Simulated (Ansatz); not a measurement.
## Response to strain in Si

Base system: Si (space group P6_3/mmc, No. 194; a cell from a computed database, its experimental status unchecked).

```yaml
crystal:
  lattice:
    - [3.83200, 0.00000, 0.00000]
    - [-1.91600, 3.31861, 0.00000]
    - [0.00000, 0.00000, 6.34165]
  atoms:
    - { symbol: Si, position: [0.33333, 0.66667, 0.06308] }
    - { symbol: Si, position: [0.66667, 0.33333, 0.93692] }
    - { symbol: Si, position: [0.66667, 0.33333, 0.56308] }
    - { symbol: Si, position: [0.33333, 0.66667, 0.43692] }
```

Cartesian axes are those of the cell as printed.

Strains are applied to the cell and any free atomic positions relax; under biaxial strain the out-of-plane vector relaxes too.

All numbers come from r2SCAN, PAW, 500 eV (Ansatz, an electronic-structure program; scalar-relativistic without spin-orbit coupling), earlier PAW set.

Notes on the quantities. pressure: mean of the normal stresses, compression positive.

| variant | smallest direct gap | pressure | gap character | width of the top valence band | band gap |
|---|---|---|---|---|---|
| base | 1.36 eV | 0.0 kbar | indirect, Γ → M | 3.56 eV | 0.61 eV |
| biaxial strain −1.88 %, plane normal [001], relaxed out of plane | 1.71 eV | 31.9 kbar | indirect, Γ → M | 3.83 eV | 0.61 eV |
| biaxial strain −0.77 %, plane normal [001], relaxed out of plane | 1.51 eV | 12.6 kbar | indirect, Γ → M | 3.67 eV | 0.61 eV |
| biaxial strain +0.59 %, plane normal [001], relaxed out of plane | 1.26 eV | -9.3 kbar | indirect, Γ → M | 3.48 eV | 0.61 eV |
| isotropic strain −1.06 % | 1.45 eV | 33.1 kbar | indirect, Γ → M | 3.69 eV | 0.54 eV |
| isotropic strain +0.92 % | 1.29 eV | -25.2 kbar | indirect, Γ → M | 3.45 eV | 0.67 eV |
| isotropic strain +2.72 % | 1.13 eV | -65.7 kbar | indirect, Γ → M | 3.26 eV | 0.77 eV |
| uniaxial strain ε_yy = +4.12 % | 0.77 eV | -35.4 kbar | indirect, Γ → S | – | 0.30 eV |
| uniaxial strain ε_zz = −2.01 % | 1.21 eV | 21.1 kbar | indirect, Γ → M | 3.54 eV | 0.50 eV |
| uniaxial strain ε_zz = −1.86 % | 1.22 eV | 19.4 kbar | indirect, Γ → M | 3.54 eV | 0.50 eV |

No phonon test of stability was made. This is not the structure that Si has at room temperature and ambient pressure. Labels are those of the standard path for the cell's own space group.
